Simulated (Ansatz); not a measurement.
Start from AgI in the wurtzite structure (space group P6_3mc, No. 186; a = 4.5602 Å, c = 7.4505 Å). Axes: x lies along a and z along c of the hexagonal cell.

The values are results of PBEsol in Ansatz (plane waves to 420 eV, PAW, no spin-orbit coupling), not measurements.

For the base:

The volume per atom is 33.54 Å³, the electron mass is 0.15 mₑ along c, 0.16 mₑ across (at Γ) and the valence-band top at Γ is 0.00, 0.00, -0.07 eV. The gap character is direct at Γ.

Perturbation: biaxial strain −0.27 %, plane normal [001], relaxed out of plane (Cartesian); in-plane vectors clamped, the third vector and the atoms free.

What does the calculation give for the volume per atom after the change?

The volume per atom shrinks by 0.07 Å³ (33.54 Å³ → 33.47 Å³).

Estimate the effect on the electron mass.

The electron mass becomes 0.15 mₑ out of plane, 0.16 mₑ in plane (at Γ) (base: 0.15 mₑ along c, 0.16 mₑ across (at Γ)).

Predict the new valence-band top at Γ.

The valence-band top at Γ (three highest levels, from the VBM) changes from 0.00, 0.00, -0.07 eV to 0.00, 0.00, -0.08 eV.

Estimate the effect on the gap character.

The gap character remains direct at Γ.

Spin-orbit coupling, missing from the scalar runs, can matter with I. Effective masses come from finite differences of ±0.01 Å⁻¹. Whether these cells are dynamically stable was not tested.

Ansatz is a program for electronic structure.
